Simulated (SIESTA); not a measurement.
## Input and output of a self-consistent single point for Ca2CoN2 (I4mm, 5 atoms in the cell) (SIESTA)

Method of the run: GGA PBEsol, numerical atomic orbitals DZP, PseudoDojo PBEsol standard norm-conserving potentials (rewritten from UPF to PSML) in SIESTA.

Input:

```
# files in the folder: Ca.psml Co.psml N.psml (PseudoDojo PBEsol standard)
SystemName  Ca2CoN2
SystemLabel Ca2CoN2

NumberOfAtoms                5
NumberOfSpecies              3
%block ChemicalSpeciesLabel
  1 20 Ca
  2 27 Co
  3 7 N
%endblock ChemicalSpeciesLabel
LatticeConstant              1.0 Ang
%block LatticeVectors
    -1.768468000    1.768468000    6.133344000
     1.768468000   -1.768468000    6.133344000
     1.768468000    1.768468000   -6.133344000
%endblock LatticeVectors
AtomicCoordinatesFormat      Ang
%block AtomicCoordinatesAndAtomicSpecies
    -0.000000000    0.000000000    4.277467706  1
     0.000000000   -0.000000000    8.039219315  1
     0.000000000    0.000000000    0.000000000  2
    -0.000000000    0.000000000    1.766525739  3
     0.000000000   -0.000000000   10.500162261  3
%endblock AtomicCoordinatesAndAtomicSpecies

XC.functional                GGA
XC.authors                   PBEsol
PAO.BasisSize                DZP
PAO.EnergyShift              0.01 Ry
MeshCutoff                   350 Ry
%block kgrid.MonkhorstPack
    6   0   0  0.0
    0   6   0  0.0
    0   0   6  0.0
%endblock kgrid.MonkhorstPack
OccupationFunction           FD
ElectronicTemperature        100.0 meV
Spin                         polarized
%block DM.InitSpin
  1 +0.00
  2 +0.00
  3 +3.00
  4 +0.00
  5 +0.00
%endblock DM.InitSpin

MaxSCFIterations             150
SCF.Mixer.Method             Pulay
SCF.Mixer.Weight             0.1
SCF.Mixer.History            8
SCF.DM.Tolerance             1.0E-04
Diag.ParallelOverK           true
WriteForces                  true
Charge.Mulliken              end
```

Output (repeated stretches shortened):

```
reinit: Reading from file input.fdf

reinit: System Name: Ca2CoN2
reinit: System Label: Ca2CoN2

NOTE on units for spin output:
{S} is the spin magnetic moment, in units of the Bohr magneton,
assuming a g-factor for the electron spin of exactly 2.
The spin magnetic moment is then numerically equal to the charge inbalance,
in units of electrons, between the spin-up and -down channels.

coor:   Atomic-coordinates input format  =     Cartesian coordinates
coor:                                          (in Angstroms)

siesta: Atomic coordinates (Bohr) and species
siesta:     -0.00000   0.00000   8.08324  1        1
siesta:      0.00000  -0.00000  15.19192  1        2
siesta:      0.00000   0.00000   0.00000  2        3
siesta:     -0.00000   0.00000   3.33825  3        4
siesta:      0.00000  -0.00000  19.84243  3        5

siesta: System type = bulk

initatomlists: Number of atoms, orbitals, and projectors:      5    63    70

siesta: ******************** Simulation parameters ****************************
redata: Spin configuration                          = collinear
redata: Time-Reversal Symmetry                      = T
redata: Number of Atomic Species                    =        3
redata: Mesh Cutoff                                 =   350.0000 Ry
redata: Net charge of the system                    =     0.0000 |e|
redata: Min. number of SCF Iter                     =        0
redata: Max. number of SCF Iter                     =      150
redata: SCF convergence failure will abort job
redata: SCF mix quantity                            = Hamiltonian
redata: Mix DM or H after convergence               =   F
redata: Recompute H after scf cycle                 =   F
redata: Mix DM in first SCF step                    =   T
redata: No kicks to SCF
redata: DM Mixing Weight for Kicks                  =     0.5000
redata: Require Harris convergence for SCF          =   F
   [... lines left out ...]
diag: Orthogonalization factor                      =  0.100E-05
diag: Memory factor                                 =  1.0000

superc: Internal auxiliary supercell:     7 x     7 x     9  =     441
superc: Number of atoms, orbitals, and projectors:   2205  27783  30870

                        Single-point calculation

superc: Internal auxiliary supercell:     7 x     7 x     9  =     441
superc: Number of atoms, orbitals, and projectors:   2205  27783  30870

outcell: Unit cell vectors (Ang):
       -1.768468    1.768468    6.133344
        1.768468   -1.768468    6.133344
        1.768468    1.768468   -6.133344

outcell: Cell vector modules (Ang)   :    6.623660    6.623660    6.623660
outcell: Cell angles (23,13,12) (deg):    149.0292    149.0292     44.3683
outcell: Cell volume (Ang**3)        :     76.7276
new_DM -- step:     1
Initializing Density Matrix...

Attempting to read DM from file... Failed...
initDM: WARNING: atom 1 has a closed-shell and cannot be polarized
initDM: WARNING: atom 2 has a closed-shell and cannot be polarized
DM filled with atomic data (user-defined):

InitMesh: MESH = 64 x 64 x 50 = 204800
InitMesh: Mesh cutoff (required, used) =   350.000   387.534 Ry

stepf: Fermi-Dirac step function
        iscf     Eharris(eV)        E_KS(eV)     FreeEng(eV)     dDmax    Ef(eV) dHmax(eV)
   scf:    1    -6640.417715    -6768.378458    -6768.414498  1.246534 -2.694121 47.555570
     spin moment: {S} , |S| = {        0.0        0.0    3.46272 }     3.46272
   scf:    2    -6839.557835    -6814.142173    -6814.223568  0.712554 -5.279771 13.389892
     spin moment: {S} , |S| = {        0.0        0.0    2.99867 }     2.99867
   scf:    3    -6809.096781    -6818.634494    -6818.728173  0.444529 -6.209038 11.666291
     spin moment: {S} , |S| = {        0.0        0.0    1.70885 }     1.70885
   scf:    4    -6801.647391    -6816.215060    -6816.296484  0.438410 -5.092255 12.998727
     spin moment: {S} , |S| = {        0.0        0.0    2.99127 }     2.99127
   scf:    5    -6814.989321    -6820.278382    -6820.383584  0.409969 -5.596964  6.326773
     spin moment: {S} , |S| = {        0.0        0.0    1.85876 }     1.85876
   scf:    6    -6820.988173    -6820.655042    -6820.765046  0.034188 -5.567212  4.998590
   [... lines left out ...]
   scf:   18    -6821.286023    -6821.285966    -6821.400275  0.000443 -5.490819  0.003618
     spin moment: {S} , |S| = {        0.0        0.0    2.23947 }     2.23947
   scf:   19    -6821.286080    -6821.286023    -6821.400276  0.000528 -5.491024  0.002295
     spin moment: {S} , |S| = {        0.0        0.0    2.24011 }     2.24011
   scf:   20    -6821.286063    -6821.286043    -6821.400276  0.000249 -5.490989  0.001386
     spin moment: {S} , |S| = {        0.0        0.0    2.24043 }     2.24043
   scf:   21    -6821.286105    -6821.286074    -6821.400276  0.000287 -5.491008  0.000789
     spin moment: {S} , |S| = {        0.0        0.0    2.24076 }     2.24076
   scf:   22    -6821.286222    -6821.286148    -6821.400276  0.000642 -5.491042  0.000332
     spin moment: {S} , |S| = {        0.0        0.0    2.24129 }     2.24129
   scf:   23    -6821.286142    -6821.286145    -6821.400276  0.000028 -5.491089  0.000316
     spin moment: {S} , |S| = {        0.0        0.0    2.24129 }     2.24129
SCF Convergence by DM+H criterion
max |DM_out - DM_in|         :     0.0000277304
max |H_out - H_in|      (eV) :     0.0003156403
SCF cycle converged after 23 iterations

Using DM_out to compute the final energy and forces

siesta: E_KS(eV) =            -6821.2861

siesta: E_KS - E_eggbox =     -6821.2861

siesta: Atomic forces (eV/Ang):
     1    0.000108    0.000108    0.251462
     2   -0.000046   -0.000046   -0.570224
     3    0.000017    0.000017    0.160781
     4   -0.000770   -0.000770   -0.098630
     5    0.000721    0.000721    0.256954
   Tot    0.000030    0.000030    0.000343
   Max    0.570224
   Res    0.180738    sqrt( Sum f_i^2 / 3N )
   Max    0.570224    constrained

Stress tensor Voigt[x,y,z,yz,xz,xy] (kbar):      -41.56      -41.56      -49.23        0.75        0.75       -0.01
(Free)E + p*V (eV/cell)    -6819.2876
Target enthalpy (eV/cell)    -6821.4003

siesta: Program's energy decomposition (eV):
siesta: Ebs     =     -1328.669760
siesta: Eions   =      9297.703706
siesta: Ena     =      1193.152293
siesta: Ekin    =      2937.393036
siesta: Enl     =      -390.641790
siesta: Eso     =         0.000000
siesta: Edftu   =         0.000000
siesta: DEna    =        49.177043
siesta: DUscf   =         2.605580
siesta: DUext   =         0.000000
siesta: Ex      =     -1234.136272
siesta: Ec      =       -81.132329
siesta: Exc     =     -1315.268601
siesta: Eharris =     -6821.286142
siesta: Etot    =     -6821.286145
siesta: FreeEng =     -6821.400276

siesta: Atomic forces (eV/Ang):
siesta:      1    0.000108    0.000108    0.251462
siesta:      2   -0.000046   -0.000046   -0.570224
siesta:      3    0.000017    0.000017    0.160781
siesta:      4   -0.000770   -0.000770   -0.098630
siesta:      5    0.000721    0.000721    0.256954
siesta: ----------------------------------------
siesta:    Tot    0.000030    0.000030    0.000343

siesta: Stress tensor (static) (eV/Ang**3):
siesta:    -0.025939   -0.000005    0.000466
siesta:    -0.000005   -0.025939    0.000466
siesta:     0.000466    0.000466   -0.030726

siesta: Cell volume =         76.727620 Ang**3

siesta: Pressure (static):
   [... lines left out ...]
siesta:          44.11533753         50.98108908  kBar
   [... lines left out ...]
               4px
   1  4.555   0.967   0.251  -0.020   0.999   1.007   0.999   0.115   0.123
              0.115
   2  4.551   0.967   0.253  -0.023   0.999   1.006   0.999   0.114   0.121
              0.114

Species: Co
Atom  Qatom  Qorb
               3s      4s      4s      3py     3pz     3px     4py     4pz
               4px     3dxy    3dyz    3dz2    3dxz    3dx2-y2 3dxy    3dyz
               3dz2    3dxz    3dx2-y2
   3  7.552   0.977   0.750  -0.307   1.004   0.987   1.004   0.102   0.221
              0.102   1.005   0.373   0.661   0.373   0.565  -0.120  -0.028

             -0.028  -0.028  -0.061

Species: N
Atom  Qatom  Qorb
               2s      2s      2py     2pz     2px     2py     2pz     2px
               3Pdxy   3Pdyz   3Pdz2   3Pdxz   3Pdx2-y2
   4  2.856   0.782   0.019   0.818   0.794   0.818  -0.161  -0.078  -0.161
              0.005   0.004   0.008   0.004   0.003
   5  2.866   0.786   0.016   0.825   0.803   0.825  -0.165  -0.084  -0.165
              0.005   0.004   0.008   0.004   0.003

mulliken: Qtot =       22.379

Mulliken Atomic Populations:
Atom #   charge [q] valence [e]      Sz [e]  Species
     1     0.907225    9.092775   -0.017191  Ca
     2     0.912263    9.087737   -0.013433  Ca
     3     0.074310   16.925690    1.820743  Co
     4    -0.936962    5.936962    0.225808  N
     5    -0.956837    5.956837    0.225360  N
 Total    -0.000000                2.241288
```

The run converged in 23 iterations.

The starting cell comes from a database of computed structures (which also holds hypothetical and non-ambient phases and stackings), without a prior relaxation at this level. Its lattice was rescaled by up to half a per cent. One atom was moved a little off its site on purpose. With one magnetic atom in the cell only a parallel order is possible. Values carry the incompleteness of an atom-centred basis. With a pressure of about 4 GPa the cell is away from its equilibrium volume at this level.

Cost on one core of a shared machine: roughly 50 s.
